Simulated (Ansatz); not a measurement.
## ZnO: stress against strain

ZnO (wurtzite, P6_3mc, 12.327 Å³/atom at rest, c along z) under a strain ε along c (axis z), the other axes held. PBE in Ansatz, a plane-wave DFT program (PAW, default set), 420 eV, 12×12×6 Γ-centred mesh, Fermi-Dirac smearing 0.05 eV; ions are relaxed within the symmetry of each cell. Stress is positive for a compressed cell.

Here s stands for strain and y for stress zz.

```
strain (%)  stress zz (GPa)
----------  ---------------
-1.20                  2.44
-0.60                  1.21
0.00                   0.00
0.60                  -1.20
1.20                  -2.38
3.00                      ?
```

Problem. Fit y against s with a straight line, and predict the withheld value at s = 3.00.

Solution. Means: s 0, y 0.014. About the means, the sum of products is -7.2300 and the sum of squares of s is 3.6000; the slope is their ratio. Least squares gives y = 0.014 - 2.0083·s. Residuals (row less fit): 0.016, -0.009, -0.014, -0.009, 0.016; standard error 0.017 (degrees of freedom: 3). The slope gives the elastic constant C33 = 201 ± 0.9 GPa. At the withheld row, y = 0.014 - 2.0083 × 3.0 = -6.011 GPa. The calculation gives -5.92 GPa, 0.091 GPa above the prediction (1.1 % of the range of y in the table). The row lies outside the fitted rows, so this is an extrapolation. From the scatter of the fitted rows alone, a prediction at this place has a standard error of 0.033 GPa, so the miss is 2.8 times that.

One order more doesn't follow all runs of the series either: the slope changes along it. Rows are the converged runs of the series near zero and its far end; series whose fitted rows scatter by over a few per cent of the range, as at a crossing or softening among them, aren't shown in this form. Most that stay on the fit to the last digits aren't either.
